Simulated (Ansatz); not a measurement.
## Hf under a change: isotropic strain +0.50 %

The reference is Hf in the hcp (Mg type) structure (space group P6_3/mmc, No. 194; a = 3.204 Å, c = 5.073 Å; relaxed with 0.1 eV smearing).

Now apply this change: the cell is scaled by 1.0050 in all directions, atoms relaxed at fixed cell.

Method: Ansatz (a program for electronic structure) PBE, no spin-orbit coupling. k-mesh 21×21×12 (Γ-centred); smearing 0.1 eV (Fermi–Dirac).

| quantity | base | changed | shift |
|---|---|---|---|
| space group | P6_3/mmc (No. 194) | P6_3/mmc (No. 194) | – |
| shortest interatomic distance | 3.139 Å | 3.155 Å | +0.016 Å |
| energy relative to the base (free energy F) | 0 meV/atom | +1.7 meV/atom | +1.7 meV/atom |
| pressure (mean of the normal stresses, compression positive) | 0.0 GPa | -1.6 GPa | -1.6 GPa |
| band gap | zero | zero | – |

Final structure:

```xyz
2
Lattice="3.2200 0.0000 0.0000 -1.6100 2.7886 0.0000 0.0000 0.0000 5.0979" Properties=species:S:1:pos:R:3 pbc="T T T"
Hf     1.6100     0.9295     3.8234
Hf     0.0000     1.8591     1.2745
```

Whether these cells are dynamically stable was not tested. All final runs are without spin polarisation.
